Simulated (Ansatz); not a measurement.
Electronic density of states of amorphous Ti$_{4}$Zr$_{4}$Hf$_{4}$Nb$_{4}$Ta$_{4}$O$_{44}$, density 5.99 g/cm³, on a 2×2×2 Γ-centred mesh with a Gaussian width of 0.1 eV; energies count from the Fermi level, whose place inside the gap is arbitrary. Cell and mesh are small, so fine structure isn't converged. Computed with PBE, scalar-relativistic without spin-orbit coupling (plane waves to 420 eV, PAW; Ansatz, a program for electronic structure). Sampling: a 2×2×2 Γ-centred mesh; Fermi-Dirac width 0.02 eV; no spin polarisation. At PBE the levels at the filled edge of the gap are localised (band-tail or defect states).

Preparation: random packing, a CHGNet melt and quench, and a DFT relaxation. O atoms were pushed apart under 1.9 Å during the dynamics, to hinder bonds among them. The hot cell started wider than the set density and was brought back towards it in steps. It is the lowest in DFT energy of 2 quenches. It is a model cell: composition and starting density were chosen by hand, and all elements were melted together. No dispersion term was used. Its density started from a set value of 6.13 and ended at 5.99 g/cm³. Cooling (nominally 300 K/ps over its main leg) ran many orders faster than in experiment, which tends to leave more defects and strain. One small periodic cell is one sample of the glass; other quenches scatter about these values. Volume and shape were free in the relaxation.

```tsv
E - EF (eV)	states/(eV atom)
-12.00	0.91
-11.90	2.70
-11.80	3.22
-11.70	1.55
-11.60	0.26
-11.50	0.01
-11.40	0.00
-11.30	0.00
-11.20	0.00
-11.10	0.00
-11.00	0.00
-10.90	0.00
-10.80	0.00
-10.70	0.00
-10.60	0.00
-10.50	0.00
-10.40	0.00
-10.30	0.00
-10.20	0.00
-10.10	0.00
-10.00	0.00
-9.90	0.00
-9.80	0.00
-9.70	0.00
-9.60	0.00
-9.50	0.00
-9.40	0.00
-9.30	0.00
-9.20	0.00
-9.10	0.00
-9.00	0.00
-8.90	0.00
-8.80	0.00
-8.70	0.00
-8.60	0.00
-8.50	0.00
-8.40	0.00
-8.30	0.00
-8.20	0.00
-8.10	0.00
-8.00	0.00
-7.90	0.00
-7.80	0.00
-7.70	0.00
-7.60	0.00
-7.50	0.00
-7.40	0.00
-7.30	0.00
-7.20	0.00
-7.10	0.00
-7.00	0.00
-6.90	0.00
-6.80	0.00
-6.70	0.00
-6.60	0.03
-6.50	0.18
-6.40	0.41
-6.30	0.48
-6.20	0.49
-6.10	0.62
-6.00	0.82
-5.90	0.88
-5.80	0.83
-5.70	0.83
-5.60	0.85
-5.50	0.86
-5.40	0.85
-5.30	0.84
-5.20	0.78
-5.10	0.80
-5.00	0.84
-4.90	0.88
-4.80	0.85
-4.70	0.82
-4.60	0.80
-4.50	0.81
-4.40	0.83
-4.30	0.82
-4.20	0.80
-4.10	0.80
-4.00	0.77
-3.90	0.73
-3.80	0.80
-3.70	0.84
-3.60	0.82
-3.50	0.83
-3.40	0.84
-3.30	0.88
-3.20	0.95
-3.10	0.92
-3.00	0.84
-2.90	0.89
-2.80	0.89
-2.70	0.92
-2.60	0.96
-2.50	0.98
-2.40	0.98
-2.30	0.97
-2.20	1.03
-2.10	1.01
-2.00	0.99
-1.90	0.89
-1.80	0.75
-1.70	0.76
-1.60	0.53
-1.50	0.34
-1.40	0.25
-1.30	0.07
-1.20	0.00
-1.10	0.00
-1.00	0.00
-0.90	0.00
-0.80	0.00
-0.70	0.00
-0.60	0.00
-0.50	0.00
-0.40	0.00
-0.30	0.00
-0.20	0.00
-0.10	0.00
0.00	0.00
0.10	0.00
0.20	0.00
0.30	0.00
0.40	0.00
0.50	0.00
0.60	0.00
0.70	0.00
0.80	0.00
0.90	0.00
1.00	0.00
1.10	0.00
1.20	0.00
1.30	0.06
1.40	0.18
1.50	0.23
1.60	0.24
1.70	0.26
1.80	0.31
1.90	0.43
2.00	0.50
2.10	0.41
2.20	0.41
2.30	0.53
2.40	0.61
2.50	0.64
2.60	0.64
2.70	0.64
2.80	0.65
2.90	0.64
3.00	0.61
3.10	0.63
3.20	0.64
3.30	0.61
3.40	0.59
3.50	0.62
3.60	0.62
3.70	0.61
```

The level gap on this mesh is 2.77 eV; the broadening fills part of it in the curve.
